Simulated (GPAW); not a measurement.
```
CELL_PARAMETERS angstrom
     -1.38564     1.99198     4.17727
      1.38564    -1.99198     4.17727
      1.38564     1.99198    -4.17727
ATOMIC_POSITIONS crystal
  Mo 0.00598 0.00598 0.00000
  Pt 0.66334 0.66334 0.00000
  Pt 0.33666 0.33666 0.00000
```

Method of the run: PBEsol, GPAW PAW datasets PBEsol (made by gpaw-setup) (plane waves; GPAW).

The set-up and first iterations of a GPAW log for MoPt₂ (Imm2, 3 atoms in the cell):

```
Input parameters:
  convergence: {density: 1e-05,
                energy: 1e-05}
  kpts: [[-0.35714286 -0.35714286 -0.35714286],
         [-0.35714286 -0.35714286 -0.21428571],
         [-0.35714286 -0.35714286 -0.07142857],
         ...,
         [ 0.5         0.5         0.21428571],
         [ 0.5         0.5         0.35714286],
         [ 0.5         0.5         0.5       ]]
  maxiter: 100
  mode: {ecut: 550,
         name: pw}
  nbands: -9
  occupations: {name: methfessel-paxton,
                order: 0,
                width: 0.1}
  symmetry: {symmorphic: False,
             tolerance: 0.0005}
  xc: PBEsol

species:
  Mo:
    name: Molybdenum
    Z: 42.0
    valence: 14
    core: 28
    charge: 0.0
    file: Mo.PBEsol.gz

    # Using partial waves for Mo as LCAO basis

  Pt:
    name: Platinum
    Z: 78.0
    valence: 16
    core: 62
    charge: 0.0
    file: Pt.PBEsol.gz

    # Using partial waves for Pt as LCAO basis

   [... lines left out ...]

Occupation numbers: Methfessel-Paxton:
  width: 0.1000  # eV
  order: 0

Eigensolver

Densities:
  Coarse grid: 27*27*27 grid
  Fine grid: 54*54*54 grid
  Total Charge: 0.000000

Density mixing:
  Method: separate
  Backend: pulay
  Linear mixing parameter: 0.05
  old densities: 5
  Damping of long wavelength oscillations: 50

Hamiltonian:
  XC and Coulomb potentials evaluated on a 54*54*54 grid
  External potential:
    NoExternalPotential

XC parameters: PBEsol with 2 nearest neighbor stencil

Number of atoms: 3
Number of atomic orbitals: 37
Number of bands in calculation: 32
Number of valence electrons: 46
Bands to converge: occupied

Density initialized from atomic densities
  32 bands from LCAO basis set

Atomic positions and initial magnetic moments

Positions:
   0 Mo    -0.000000    0.000000    0.050002    ( 0.0000,  0.0000,  0.0000)
   1 Pt     0.000000   -0.000000    5.541897    ( 0.0000,  0.0000,  0.0000)
   2 Pt    -0.000000   -0.000000    2.812637    ( 0.0000,  0.0000,  0.0000)

Unit cell:
           periodic     x           y           z      points  spacing
  1. axis:    yes   -1.385644    1.991980    4.177267    27     0.1332
  2. axis:    yes    1.385644   -1.991980    4.177267    27     0.0974
  3. axis:    yes    1.385644    1.991980   -4.177267    27     0.0843

  Lengths:   4.830896   4.830896   4.830896
  Angles:  146.663510 131.295950  60.303468

Effective grid spacing dv^(1/3) = 0.1328
     iter     time        total  log10-change:
                         energy   eigst   dens
iter:   1 --:--:--   -29.874011
iter:   2 --:--:--   -29.573820   -0.88  -1.30
iter:   3 --:--:--   -28.175488   -0.72  -1.32
iter:   4 --:--:--   -27.810719   -2.20  -1.75
iter:   5 --:--:--   -27.782632   -2.65  -2.00
iter:   6 --:--:--   -27.940399   -2.28  -2.14
iter:   7 --:--:--   -27.757026   -2.32  -1.90
iter:   8 --:--:--   -27.760704   -4.13  -2.86
iter:   9 --:--:--   -27.756763   -3.80  -2.66
iter:  10 --:--:--   -27.756885   -4.67  -3.15
iter:  11 --:--:--   -27.756866c  -4.82  -3.19
iter:  12 --:--:--   -27.756846c  -5.54  -3.52
iter:  13 --:--:--   -27.756963c  -5.35  -3.30
iter:  14 --:--:--   -27.757001c  -6.13  -3.52
iter:  15 --:--:--   -27.756993c  -5.30  -3.53
iter:  16 --:--:--   -27.756988c  -6.26  -3.69
```

### Question
Will this run converge, and how will it end?

### Answer
The run converged in 25 iterations. Convergence of the loop says nothing yet on basis, mesh or lower states. It ends on: free energy E − TS (from the program's reference atoms) -27.7646 eV; Fermi level (on the code's own zero) 12.60 eV; pressure -9.29 GPa; largest force (vector length) 0.321 eV/Å. The log goes on:

```
iter:  17 --:--:--   -27.756976c  -5.92  -3.73
iter:  18 --:--:--   -27.756967c  -6.60  -3.94
iter:  19 --:--:--   -27.756969c  -7.17  -4.15
iter:  20 --:--:--   -27.756969c  -7.50c -4.17
iter:  21 --:--:--   -27.756966c  -6.72  -4.20
iter:  22 --:--:--   -27.756967c  -7.75c -4.57
iter:  23 --:--:--   -27.756968c  -7.92c -4.69
iter:  24 --:--:--   -27.756968c  -8.26c -4.90
iter:  25 --:--:--   -27.756968c  -9.25c -5.16c
Converged after 25 iterations.

Dipole moment: (0.055797, -0.080213, -1.058751) |e|*Ang

Energy contributions relative to reference atoms: (reference = -1110545.893237)

Kinetic:        -40.872401
Potential:      +28.933318
External:        +0.000000
XC:             -14.491323
Entropy (-ST):   -0.015317
Local:           -1.318903
SIC:             +0.000000
--------------------------
Free energy:    -27.764626
Extrapolated:   -27.756968

Showing only first 2 kpts
 Kpt  Band  Eigenvalues  Occupancy
  0    21     10.65747    2.00000
  0    22     12.12805    2.00000
  0    23     12.76799    0.01666
  0    24     12.97516    0.00000

  1    21     10.52222    2.00000
  1    22     11.45528    2.00000
  1    23     11.57564    2.00000
  1    24     13.83351    0.00000

Fermi level: 12.59869

No gap
No difference between direct/indirect transitions
Energy (eV): -27.756968

Forces in eV/Ang:
  0 Mo    0.00000    0.00000   -0.32057
  1 Pt    0.00000    0.00000    0.15532
  2 Pt    0.00000    0.00000    0.16541

Stress tensor:
     0.045607     0.000000     0.000000
     0.000000     0.069182     0.000000
     0.000000     0.000000     0.059119
Stress (GPa, Voigt): [ 7.307  11.0841  9.4719  0.      0.      0.    ]
```

For comparison: a first run was changed to give this one (kpts_shift: 0 0 0 → 0.5 0.5 0.5), and from it to this one the free energy rises by 1.5 meV/atom, the pressure stays at -9.29 GPa and the largest force moves little (0.323 to 0.321 eV/Å).

The starting cell comes from a database of computed structures (which also holds hypothetical and non-ambient phases and stackings), without a prior relaxation at this level. Its lattice was rescaled by up to half a per cent. One atom was moved a little off its site on purpose. Spin-orbit coupling is off. Spin polarisation is off.

The run was DFT PBEsol, plane waves, GPAW PAW datasets PBEsol (made by gpaw-setup). Main settings of its input:

* **mode**: pw
* **ecut**: 550 eV
* **xc**: PBEsol
* **kpts**: 7 7 7
* **mesh shift (steps)**: 0.5 0.5 0.5
* **occupations.name**: methfessel-paxton
* **occupations.width**: 0.1 eV
* **occupations.order**: 0
* **nbands**: -9
* **convergence.density**: 1e-05 e/electron
* **convergence.energy**: 1e-05 eV/electron
* **symmetry.symmorphic**: false
